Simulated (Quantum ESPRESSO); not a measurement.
Worked example: self-consistent single point of AlCo₃C (Pm-3m, 5 atoms in the cell) in Quantum ESPRESSO.

Level of theory: LDA (PW92), PseudoDojo standard norm-conserving (LDA) pseudopotentials (plane waves; Quantum ESPRESSO 7.5).

```xyz
5
Lattice="3.7858 0.0000 0.0000 0.0000 3.7858 0.0000 0.0000 0.0000 3.7858" Properties=species:S:1:pos:R:3 pbc="T T T"
Al     0.0000     0.0000     0.0000
Co     0.0000     1.8929     1.8929
Co     1.8929     0.0000     1.8929
Co     1.8929     1.8929     0.0000
C      1.8929     1.8929     1.8929
```

Reference input (self-consistent single point, DFT, LDA (PW92), plane waves, PseudoDojo standard norm-conserving (LDA) pseudopotentials): ecutwfc = 100 Ry; occupations = smearing; smearing = marzari-vanderbilt; degauss = 0.0099958 Ry; potentials = {Al: Al.upf, Co: Co.upf, C: C.upf}; K_POINTS = automatic 6 6 6 0 0 0; conv_thr = 1e-10 Ry. This run's input differs from it in these lines:

```diff
@@ -11,3 +11,3 @@
    ntyp = 3,
-   ecutwfc = 100,
+   ecutwfc = 80,
    occupations = 'smearing',
```

The program printed (abridged):

```
     Self-consistent Calculation

     iteration #  1     ecut=    80.00 Ry     beta= 0.70

     Threshold (ethr) on eigenvalues was too large:
     Diagonalizing with lowered threshold

     total energy              =    -933.64727280 Ry
     estimated scf accuracy    <       0.44186477 Ry

     iteration #  2     ecut=    80.00 Ry     beta= 0.70

     total energy              =    -933.71012489 Ry
     estimated scf accuracy    <       0.81895127 Ry

     iteration #  3     ecut=    80.00 Ry     beta= 0.70

     total energy              =    -933.85389496 Ry
     estimated scf accuracy    <       0.06177098 Ry

   [... 6 blocks of this kind left out ...]

     iteration # 10     ecut=    80.00 Ry     beta= 0.70

     total energy              =    -933.86821313 Ry
     estimated scf accuracy    <          2.1E-10 Ry

     iteration # 11     ecut=    80.00 Ry     beta= 0.70
     End of self-consistent calculation

     the Fermi energy is    14.8727 ev

!    total energy              =    -933.86821313 Ry
     estimated scf accuracy    <          5.8E-12 Ry
     smearing contrib. (-TS)   =       0.00082763 Ry
     internal energy E=F+TS    =    -933.86904076 Ry

     convergence has been achieved in  11 iterations

     Forces acting on atoms (cartesian axes, Ry/au):

     atom    1 type  1   force =     0.00000000    0.00000000    0.00000000
   [... zero for the other atoms too ...]

     Total force =     0.000000     Total SCF correction =     0.000000

          total   stress  (Ry/bohr**3)                   (kbar)     P=     -304.84
  -0.00207227   0.00000000   0.00000000         -304.84        0.00        0.00
   0.00000000  -0.00207227   0.00000000            0.00     -304.84        0.00
   0.00000000   0.00000000  -0.00207227            0.00        0.00     -304.84

   JOB DONE.
```

The run converged in 11 iterations. Against the reference run the free energy rises by 30.5 meV/atom and the pressure goes from -24.08 to -30.48 GPa.

The starting cell comes from a database of computed structures (which also holds hypothetical and non-ambient phases and stackings), without a prior relaxation at this level. Its lattice was rescaled by a random factor within 2.5 % of one. Spin polarisation is off.

Cost on one core of a shared machine: roughly 70 s.
